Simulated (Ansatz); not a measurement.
We consider SnS (F-43m, No. 216, 2 atoms in the cell; start mp-10013; a measured phase of this formula has another space group), described by HSE06+SOC (Ansatz, a first-principles code, plane waves, PAW).

Run with plane-wave cutoff 460 eV, 8×8×8 k mesh, Fermi–Dirac smearing 0.01 eV, PAW data made under PBE.

Cell (relaxed with PBEsol):

```
CELL_PARAMETERS angstrom
      0.00000     3.20926     3.20926
      3.20926     0.00000     3.20926
      3.20926     3.20926     0.00000
ATOMIC_POSITIONS crystal
  Sn 0.00000 0.00000 0.00000
  S  0.25000 0.25000 0.25000
```

### Question
Give the computed band gap, smallest direct gap on the k points sampled and direct gap at Γ.

### Answer

- band gap: 0.31 eV (on the SCF k mesh) (indirect)
- smallest direct gap on the k points sampled: 1.05 eV
- direct gap at Γ: 4.85 eV

Note: cell and atoms aren't relaxed at this level (pressure 1.4 GPa).

Computed values are for the static lattice.

Computing time: around 16 core-minutes (rough).

A start named mp-… is a Materials Project structure, which need not be a measured phase.
